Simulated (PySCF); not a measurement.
PySCF is run on Be (Im-3m, 1 atom in the cell), and the run fails. The aim is a self-consistent single point with DFT PBESOL, Gaussian basis gth-dzvp-molopt-sr, GTH pseudopotentials gth-pbe, FFT density fitting with multigrid.

Cell that was meant: a = 2.1705 Å, b = 2.1705 Å, c = 2.1705 Å, α = 109.47°, β = 109.47°, γ = 109.47°.

Part of the input:

```python
kmf = dft.KRKS(cell, kpts).multigrid_numint()
kmf.xc = 'PBESOL'
kmf.conv_tol = 1e-08
kmf.max_cycle = 3
kmf.diis_start_cycle = 3
kmf.damp = 0.7
kmf = scf.addons.smearing_(kmf, sigma=0.00183747, method='fermi')
```

Output, abridged:

```
init E= -14.909889151305
    sigma = 0.00183747  Optimized mu = 0.377058168045  entropy = 0.079089732032
nelec by numeric integration = 4.000000000003221
    Total E(T) = -14.5802727856984  Free energy = -14.5804181107083  E0 = -14.5803454482033
cycle= 1 E= -14.5802727856984  delta_E= 0.33  |g|= 0.0412  |ddm|= 43.3
    sigma = 0.00183747  Optimized mu = 0.37708110453  entropy = 0.0790814097364
nelec by numeric integration = 4.000000000003225
    Total E(T) = -14.5802735831759  Free energy = -14.5804188928939  E0 = -14.5803462380349
cycle= 2 E= -14.5802735831759  delta_E= -7.97e-07  |g|= 0.0287  |ddm|= 0.145
    sigma = 0.00183747  Optimized mu = 0.377135086902  entropy = 0.0790627821933
nelec by numeric integration = 4.000000000003238
    Total E(T) = -14.5802743591453  Free energy = -14.5804196346357  E0 = -14.5803469968905
cycle= 3 E= -14.5802743591453  delta_E= -7.76e-07  |g|= 0.000248  |ddm|= 0.339
SCF not converged.
SCF energy = -14.5802743591453
electrons per cell = 4.000000
highest filled level = 0.343110 Ha, lowest empty level = 0.379155 Ha
```

Problem. Find the mistake and give the fix.

Solution. The fault is an iteration limit that is too low. The loop is cut before its threshold is met, so whatever is printed at the end is not self-consistent. To fix it, raise the limit, or leave it to the default. The run ended unconverged after 3 iterations.

The sound input it was made from differs as follows (other fixes are possible):
```diff
-kmf.max_cycle = 3
+kmf.max_cycle = 60
```

With that input, the run converged in 4 iterations: free energy E − TS -396.7534 eV; Fermi level (on the code's own zero) 10.26 eV (DFT PBESOL, Gaussian basis gth-dzvp-molopt-sr, GTH pseudopotentials gth-pbe, FFT density fitting with multigrid).

On the sound input: the starting cell comes from a database of computed structures (which also holds hypothetical and non-ambient phases and stackings), without a prior relaxation at this level. Values carry the incompleteness of an atom-centred basis. Without a gap this mesh is coarse (it stands for a supercell whose shortest vector is 15 Å).
